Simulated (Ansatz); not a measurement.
A periodic model of amorphous Mo$_{20}$Si$_{10}$N$_{20}$:

```xyz
50
Lattice="8.4525 0.0000 0.0000 0.0000 8.4525 0.0000 0.0000 0.0000 8.4525" Properties=species:S:1:pos:R:3 pbc="T T T"
Mo     5.4569     0.4883     4.7441
Mo     1.0494     7.3222     3.8933
Mo     6.8173     5.3981     3.3770
Mo     8.0279     1.0824     5.1074
Mo     6.6306     6.8341     8.3150
Mo     5.6646     4.0141     1.1780
Mo     6.1131     1.5824     2.3452
Mo     3.0765     0.8541     3.0748
Mo     2.2672     2.7927     0.7370
Mo     4.6235     5.1295     5.0719
Mo     4.8456     7.4373     2.0311
Mo     1.4966     7.7358     6.5666
Mo     7.8432     1.9194     0.0072
Mo     4.4698     7.9924     7.1501
Mo     2.9724     5.3840     2.5704
Mo     4.3637     2.6211     6.9662
Mo     0.3600     2.3869     2.5101
Mo     7.2375     6.8272     5.6882
Mo     3.8202     5.4197     7.7947
Mo     6.5089     4.3272     6.8939
Si     1.0830     3.0281     6.6163
Si     7.2248     7.8615     3.1145
Si     0.2147     5.0651     0.5399
Si     3.0316     1.0666     5.6127
Si     4.2508     1.1849     0.6558
Si     6.1386     3.0443     4.7272
Si     1.5073     7.8109     0.7983
Si     0.9944     4.8116     4.4945
Si     3.4120     7.3299     4.8063
Si     3.7066     2.8806     4.3014
N      1.2616     4.2777     1.7393
N      6.8947     3.3691     2.9711
N      6.5349     0.1101     6.5315
N      5.4510     6.0561     6.7521
N      2.3748     7.2644     2.1789
N      4.9196     5.5448     2.9289
N      0.6321     1.3101     6.8676
N      0.7028     6.1579     5.6320
N      7.1281     5.4089     1.2859
N      2.7723     7.4366     8.0547
N      0.5629     3.1888     4.9840
N      3.7216     4.3043     1.0355
N      2.7569     4.4074     4.3471
N      0.3695     6.7649     0.0046
N      5.7906     2.1979     0.2893
N      6.7263     8.2341     1.4378
N      2.5882     3.5992     7.2554
N      1.0336     1.0774     0.9712
N      8.3871     3.8871     7.6729
N      1.0433     0.9232     3.6348
```

Method: PBE, scalar-relativistic without spin-orbit coupling (plane waves to 420 eV, PAW; Ansatz, an electronic-structure program). The usual formal charges leave 100 electrons over, so the level spacing at the Fermi energy parts defect or band states and needn't be the band gap.

The cell was made by melting and quenching with the CHGNet potential and then relaxed with DFT. N atoms were pushed apart under 1.9 Å during the dynamics, to hinder bonds among them. The hot cell started wider than the set density and was brought back towards it in steps. It is the lowest in DFT energy of 2 quenches. It is a model cell: composition and starting density were chosen by hand, and all elements were melted together. No dispersion term was used. Its density started from a set value of 7.73 and ended at 6.82 g/cm³. The quench (nominally 380 K/ps over its main leg) was far faster than any real one, so the model tends to hold more defects than a real film. One small periodic cell is one sample of the glass; other quenches scatter about these values. The volume was free in the relaxation, at fixed shape. Stress components on the final sampling reach 2.4 GPa. On a 2×2×2 Γ-centred mesh force components of up to 0.26 eV/Å stay, since the relaxation ran on one k-point at (1/4, 1/4, 1/4).

Cut-offs for bonds: Mo-Mo 3.04 Å, Mo-Si 2.74 Å, Mo-N 2.66 Å, Si-Si 2.60 Å, Si-N 2.10 Å, N-N 1.70 Å. Two cations that share two anions don't count as bonded, nor two that share one unless they lie closer than Mo-Mo 2.95 Å, Mo-Si 2.66 Å, Si-Si 2.38 Å.

### Question
Give the coordination numbers, mean bond lengths and angles.

### Answer

```
Quantity                                                                                                                           Result
---------------------------------  ------------------------------------------------------------------------------------------------------
Mean coordination of Mo by anions  3.40 (1 with 1, 3 with 2, 7 with 3, 5 with 4, 4 with 5); 75 close contacts or bonds to cations besides
Mean coordination of Si by anions            1.90 (2 with 0, 4 with 1, 1 with 3, 3 with 4); 35 close contacts or bonds to cations besides
Mean coordination of N                                                                               4.35 (14 with 4, 5 with 5, 1 with 6)
Mean Mo-N bond                                                                                       2.143 Å (spread 0.134 Å, 68 counted)
Mean Mo-Mo close contact                                                                             2.827 Å (spread 0.082 Å, 23 counted)
Mean Mo-Si close contact                                                                             2.583 Å (spread 0.069 Å, 29 counted)
Mean Si-N bond                                                                                       1.785 Å (spread 0.052 Å, 19 counted)
Bond angle at Mo                                                                                                 mean 97.9°, spread 32.6°
Bond angle at Si                                                                                                 mean 99.8°, spread 28.9°
Bond angle at N                                                                                                 mean 106.5°, spread 24.5°
```
